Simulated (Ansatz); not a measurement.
For Ta₃W (Fm-3m), PBEsol, DFPT electron-phonon coupling, linearised Boltzmann equation (Ansatz, a first-principles code) gives a transport coupling λ_tr = 0.580 and a Drude plasma energy ħω_p = 8.53 eV.

Question: Estimate the resistivity at 300 K from the high-temperature formula ρ = 2π λ_tr k_B T / (ħ ε₀ ω_p²), and say how the full Boltzmann solution compares.

Answer: The scattering rate is 1/τ = 2π λ_tr k_B T/ħ = 1.43e14 s⁻¹ and ω_p = 1.30e16 s⁻¹, so ρ ≈ 9.63 μΩ·cm. The Boltzmann solution gives 9.09 μΩ·cm, 0.94 times the estimate.

A metal at this level (no band gap). Only scattering by harmonic phonons is included (no impurities, grain boundaries, electron-electron scattering or thermal expansion). Spin-orbit coupling is left out, which matters with elements this heavy. Halving the electron mesh (24x24x24) moves the resistivity by up to 2 % at 300 K, the coupling by up to 2 %. Smearing 0.20 eV; phonons on a 4x4x4 q mesh, which this run doesn't test.

Computed structure, not matched to a measured one here, so possibly hypothetical: Ta3W (Fm-3m).
